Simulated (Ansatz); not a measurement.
Na: element substitutions

Consider Na in the bcc (W type) structure (space group Im-3m, No. 229; a = 4.222 Å).

Each row replaces one element on all its sites; cell and atoms are relaxed.

Level of theory: plane-wave PAW DFT at the r2SCAN level (Ansatz, an electronic-structure program, 500 eV), scalar-relativistic without spin-orbit coupling, earlier PAW set.

Base values:

The lattice parameter a comes out as 4.222 Å.

Task: The aim is a lattice parameter a between 3.295 Å and 3.593 Å. Which of these changes reaches it?
A) Na → Li
B) Na → K
C) Na → H

Result: A, Na → Li. It gives 3.476 Å; Na → H gives 1.802 Å; Na → K gives 5.344 Å. Changes not listed may reach it too

Stability against distortions was not tested.
